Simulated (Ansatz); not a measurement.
BeS (model structure, started from the CdTe type, P6₄22, No. 181, 6 atoms in the cell) was calculated with PBE0 (Ansatz, a first-principles code, PAW).

Settings: plane-wave cutoff 460 eV, 9×9×4 k mesh (along the axes of the cell as run), Fermi–Dirac smearing 0.01 eV, scalar-relativistic PAW data made under PBE.

The cell is the one relaxed with PBEsol. Conventional cell: a = 3.4236 Å, b = 3.4236 Å, c = 7.7459 Å, α = 90.00°, β = 90.00°, γ = 120.00°.

```
CELL_PARAMETERS angstrom
      3.42364     0.00000     0.00000
     -1.71182     2.96496     0.00000
      0.00000     0.00000     7.74593
ATOMIC_POSITIONS crystal
  Be 0.00000 0.50000 0.66667
  Be 0.50000 0.50000 0.00000
  Be 0.50000 0.00000 0.33333
  S  0.00000 0.50000 0.16667
  S  0.50000 0.50000 0.50000
  S  0.50000 0.00000 0.83333
```

**Question.** List the 15 lowest band energies at Γ above −25 eV (eV, relative to the valence band maximum), grouping those that round alike.

**Answer.** At Γ: -16.21, -14.50 (×2), -5.45 (×2), -3.00, -1.26 (×2), -0.78 (×2), -0.38, 0.00, 5.77 (×2), 6.76.

Note: the run warned that its exchange threshold was loose for the stress; the relaxation could raise the start's symmetry but not lower it, so the cell can be a saddle point; cell and atoms aren't relaxed at this level (pressure 1.2 GPa).

A model structure was made by putting elements into a prototype or built by hand; it is no filed structure, need not be a known phase, and can be a saddle point held by its symmetry.
